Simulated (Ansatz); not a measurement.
The starting structures come from a database of crystals and need not be the phases stable at ambient conditions.

 Where the default PAW files enter, the runs use the earlier of Ansatz's two default sets.

Tunnelling through a barrier is set by its complex band structure: the current falls as exp(−2κd) with the smallest κ.

Consider the following.

```
InF3
1.0
    5.20428     0.00000     0.00000
   -2.60214     4.50704     0.00000
    2.60214     1.50235     4.90751
In F
2 6
Direct
  0.00000   0.50000   0.50000
  0.00000   0.00000   0.00000
  0.85429   0.25000   0.25000
  0.14571   0.75000   0.75000
  0.50000   0.60429   0.25000
  0.50000   0.39571   0.75000
  0.14571   0.89571   0.25000
  0.85429   0.10429   0.75000
```

Space group of this cell: R-3c. The cell is taken as given.

Transport runs along the normal of the first two printed cell vectors, the (001) plane of the conventional cell.

The gap is the functional's own. No spin-orbit coupling. Mid-gap values are interpolated on the energy grid.

### Question
Compute, with r2SCAN run with Ansatz (an electronic-structure program), the band gap and the smallest decay constant κ at mid-gap.

### Answer
Gap 5.09 eV on a 8×8×8 mesh; κ = 0.440 1/Å, at the zone centre.
